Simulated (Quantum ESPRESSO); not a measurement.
# Variants of one calculation on LaH3O3 (P2_1/c, 28 atoms in the cell)

```
La(HO)3
1.0
    5.47594     0.00000     0.00000
    0.00000    11.30190     0.00000
   -0.70917     0.00000     6.84670
La H O
4 12 12
Direct
  0.98939   0.67034   0.04126
  0.01061   0.32966   0.95874
  0.01061   0.17034   0.45874
  0.98939   0.82966   0.54126
  0.41302   0.19462   0.18482
  0.58698   0.80538   0.81518
  0.58698   0.69462   0.31518
  0.41302   0.30538   0.68482
  0.76161   0.97457   0.20760
  0.23839   0.02543   0.79240
  0.23839   0.47457   0.29240
  0.76161   0.52543   0.70760
  0.68867   0.38092   0.27035
  0.31133   0.61908   0.72965
  0.31133   0.88092   0.22965
  0.68867   0.11908   0.77035
  0.20443   0.49265   0.15438
  0.79557   0.50735   0.84562
  0.79557   0.99265   0.34562
  0.20443   0.00735   0.65438
  0.23412   0.18715   0.17336
  0.76588   0.81285   0.82664
  0.76588   0.68715   0.32664
  0.23412   0.31285   0.67336
  0.22782   0.80720   0.25490
  0.77218   0.19280   0.74510
  0.77218   0.30720   0.24510
  0.22782   0.69280   0.75490
```

Base run A: PBEsol, GBRV 1.5 ultrasoft (PBESOL) pseudopotentials (Quantum ESPRESSO), self-consistent single point.

Its settings: ecutwfc = 40 Ry; ecutrho = 200 Ry; occupations = fixed; potentials = {La: la_pbesol_v1.uspp.F.UPF, H: h_pbesol_v1.4.uspp.F.UPF, O: o_pbesol_v1.2.uspp.F.UPF}; K_POINTS = automatic 3 2 3 0 0 0; nbnd = 70; conv_thr = 1e-10 Ry.

The starting cell comes from a database of computed structures (which also holds hypothetical and non-ambient phases and stackings), without a prior relaxation at this level.

ΔF is the free energy per atom less that of run A. 

Run A gave: pressure (GPa) -0.96; largest force (eV/Å) 0.818; gap on the mesh (eV) 4.137.

Runs:
- B: lattice scaled by 1.03
- C: ecutwfc: 40 Ry → 36 Ry; ecutrho: 200 Ry → 180 Ry
- D: nosym: default → true
- E: conv_thr: 1e-10 Ry → 7.3e-14 Ry

Problem. What does run C change against A?

Solution. The free energy rises by 2.7 meV/atom, the pressure goes from -0.96 to -1.41 GPa, the largest force moves little (0.818 to 0.817 eV/Å) and the gap on the mesh moves little (4.137 to 4.138 eV).

Problem. What does run B change against A?

Solution. The free energy rises by 35.2 meV/atom, the pressure goes from -0.96 to -6.67 GPa, the largest force goes from 0.818 to 1.037 eV/Å and the gap on the mesh goes from 4.137 to 3.931 eV.

```csv
run,ΔF (meV/atom),pressure (GPa),largest force (eV/Å),gap on the mesh (eV)
A,0.00,-0.96,0.818,4.137
B,35.2,-6.67,1.037,3.931
C,2.7,-1.41,0.817,4.138
D,0.00,-0.96,0.818,4.137
E,0.00,-0.96,0.818,4.137
```
